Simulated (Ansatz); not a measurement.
# BeMo₂ (model structure, started from the C15 type, Fd-3m, No. 227, 6 atoms in the cell)

Method: LDA (plane waves, PAW; Ansatz, a program for electronic structure).

Settings: plane-wave cutoff 520 eV, 12×12×12 k mesh, Fermi–Dirac smearing 0.05 eV, no spin polarisation, scalar-relativistic PAW data made under PBE.

Cell (relaxed at this level):

```yaml
crystal:
  lattice:
    - [0.00000, 3.55982, 3.55982]
    - [3.55982, 0.00000, 3.55982]
    - [3.55982, 3.55982, 0.00000]
  atoms:
    - { symbol: Mo, position: [0.62500, 0.62500, 0.62500] }
    - { symbol: Mo, position: [0.12500, 0.62500, 0.62500] }
    - { symbol: Mo, position: [0.62500, 0.12500, 0.62500] }
    - { symbol: Mo, position: [0.62500, 0.62500, 0.12500] }
    - { symbol: Be, position: [0.25000, 0.25000, 0.25000] }
    - { symbol: Be, position: [0.00000, 0.00000, 0.00000] }
```

```yaml
bulk modulus B0: 185 GPa
```

Note: the run has no spin polarisation, so it can have missed a magnetic state; the bulk modulus is −V dP/dV from two relaxed cells at ±2 % in volume; the relaxation could raise the start's symmetry but not lower it, so the cell can be a saddle point.

The computed numbers hold no vibrational or temperature effects.

A model structure was made by putting elements into a prototype or built by hand; it is no filed structure, need not be a known phase, and can be a saddle point held by its symmetry.
